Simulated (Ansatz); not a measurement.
Migration barriers of vacancies in oxides: PBE bands (Ansatz, an electronic-structure program, plane waves to 420 eV, PAW, climbing-image NEB) beside the CHGNet universal potential on its own band (it has no charge state). Forward barriers of single hops from the lowest site run, static nuclei, no finite-size correction. The rows are a random draw from the bands that converged and passed our checks of state and shape. Saddle orders were checked for a part of the study's bands only and are not shown. Vacancies start on their lattice site; split forms were not set up. Charge states are imposed. Spin-orbit coupling is left out.

| Defect | Route | Hop (Å), direction in the unit cell | End over start, densest mesh run (eV) | Cell and PBE mesh | CHGNet k-points | PBE (eV) | CHGNet (eV) |
|---|---|---|---|---|---|---|---|
| O vacancy in polar orthorhombic HfO2, charge +2 | a nearby O jumps into the vacancy | 2.05 along (0.11, 0.37, 0.10) | 0.16 | 96 sites, Γ | none | 0.52 | ___ |
| O vacancy in wurtzite ZnO, charge +2 | a nearby O jumps into the vacancy | 3.27 along (-0.99, -1.00, 0.00) | 0.00 | 72 sites, one k-point at (0.125, 0.250, 0.250) | none | 1.31 | 1.04 |
| O vacancy in monoclinic HfO2, charge +2 | a nearby O jumps into the vacancy | 2.61 along (0.13, 0.45, 0.18) | 0.00 | 96 sites, Γ | none | 1.33 | 1.13 |
| O vacancy in polar orthorhombic HfO2, charge +2 | a nearby O jumps into the vacancy | 2.40 along (-0.44, -0.12, 0.00) | 0.00 | 96 sites, Γ | none | 0.58 | 0.57 |
| O vacancy in rutile TiO2, charge +2 | a nearby O jumps into the vacancy | 2.64 along (0.10, -0.47, -0.47) | 0.00 | 72 sites, one k-point at (0.250, 0.250, 0.250) | none | 1.04 | ___ |
| O vacancy in bixbyite In2O3, charge +2 | a nearby O jumps into the vacancy | 2.38 along (-0.04, 0.23, 0.00) | 0.00 | 80 sites, one k-point at (0.250, 0.250, 0.250) | none | 0.80 | 0.69 |
| Al vacancy in corundum, charge -3 | a nearby Al jumps into the vacancy | 2.25 along (0.00, 0.00, 0.17) | 0.00 | 120 sites, Γ | none | 1.76 | 1.44 |
| O vacancy in ferroelectric LiNbO3, charge +2 | a nearby O jumps into the vacancy | 2.69 along (-0.32, -0.27, -0.16) | 0.00 | 120 sites, Γ | none | 0.82 | 0.81 |

What belongs in the gaps?


- O vacancy in rutile TiO2, charge +2, CHGNet (eV): 0.91
- O vacancy in polar orthorhombic HfO2, charge +2, CHGNet (eV): 0.54
